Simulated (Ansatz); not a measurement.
Base system: BP in the zinc blende structure (space group F-43m, No. 216; a = 4.5366 Å).

Computed with r2SCAN, PAW, 500 eV (Ansatz, an electronic-structure program; spin-orbit coupling left out).

Strains are applied to the cell and any free atomic positions relax.

One change was made to it. Results:

The hole mass (degenerate bands, along [100]) becomes 0.25, 0.25, 0.29 mₑ (at Γ) (base: 0.24, 0.24, 0.32 mₑ (at Γ)); the gap character stays indirect, Γ → Γ–X (83 % along); the energy rises by 21 meV/atom; the band gap grows by 0.08 eV, from 1.41 eV to 1.49 eV.

Which change produced these results?
A) isotropic strain +3.00 %
B) isotropic strain +2.00 %
C) isotropic strain +0.50 %

B, isotropic strain +2.00 %. For comparison, the energy relative to the base in the other runs: isotropic strain +3.00 % gives +46 meV/atom; isotropic strain +0.50 % gives +1.4 meV/atom.

Masses are band curvatures over ±0.01 Å⁻¹ around the edge. Whether these cells are dynamically stable was not tested.
